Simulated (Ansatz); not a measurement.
Start from Ba in the bcc (W type) structure (space group Im-3m, No. 229; a = 4.882 Å). Axes: x, y, z lie along the cube axes.

All numbers come from Ansatz (an electronic-structure program), PBEsol, PAW, cutoff 420 eV, without spin-orbit coupling.

Free-standing slabs (1 atom(s) a layer) normal to [110] with 15 Å of vacuum; in-plane cell held at bulk.

One change was made to it. Results:

```json
[
 {"quantity": "band gap", "base": "zero", "after": "zero"},
 {"quantity": "shortest interatomic distance", "base": "4.228 Å", "after": "4.117 Å"},
 {"quantity": "excess energy per area of both faces (slab less bulk energy over the cell's area: twice a surface energy)", "base": "–", "after": "0.72 J/m²"}
]
```

### Question
Name the change that was made.
A. 2 layers
B. 6 layers
C. 7 layers

### Answer
A, 2 layers. For comparison, the shortest interatomic distance in the other runs: 7 layers gives 4.172 Å; 6 layers gives 4.174 Å.

The excess energy carries the mismatch between the slab's and the bulk's meshes. No phonon test of stability was made.
